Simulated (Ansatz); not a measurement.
Base system: Lu in the hcp (Mg type) structure (space group P6_3/mmc, No. 194; a = 3.4451 Å, c = 5.3488 Å).

Now apply this change: every Lu is replaced by Al, then cell and atoms are relaxed.

Levels (all Ansatz, a first-principles code, PAW): PBEsol (420 eV, no spin-orbit coupling); r2SCAN (500 eV, no SOC).

The geometry is relaxed with PBEsol.

- PBEsol pressure: 0.0 GPa

With r2SCAN at the same geometry, the pressure goes from zero to -1.6 GPa.

Single points use the geometry relaxed with PBEsol. Their cutoffs differ, which shifts pressures a little. Whether these cells are dynamically stable was not tested. For Al in this form, whether it has been made was not checked. This is not the structure that Al has at room temperature and ambient pressure.
